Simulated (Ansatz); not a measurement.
# Contacts to SiC-3C (001, Si face)

Plane-wave PAW runs of Ansatz (an electronic-structure program) at PBE, 420 eV, without spin–orbit coupling and spin-polarised for magnetic metals alone: periodic stacks cut from bulk faces, the metal strained to the host, one local minimum each, barriers from the potential line-up.

```tsv
metal face	host face	atoms; faces of host | metal; metal's strain (%)	hole barrier (eV)	electron barrier (eV)
(1) HfN-rs (001)	SiC-3C (001)	19; Si/Si | HfN/HfN; -3.7	…	…
(2) TaN-rs (001)	SiC-3C (001)	23; Si/Si | NTa/NTa; -0.8	0.97	0.40
(3) TiN-rs (001)	SiC-3C (001)	23; Si/Si | NTi/NTi; +3.1	…	…
(4) Mo (001)	SiC-3C (001)	17; Si/Si | Mo/Mo; -2.0	1.15	0.23
(5) W (001)	SiC-3C (001)	17; Si/Si | W/W; -2.7	1.04	0.33
```

Q: Some entries are withheld; supply them.

A: 
- (1) HfN-rs (001), hole barrier (eV): 0.93
- (1) HfN-rs (001), electron barrier (eV): 0.44
- (3) TiN-rs (001), hole barrier (eV): 1.06
- (3) TiN-rs (001), electron barrier (eV): 0.31
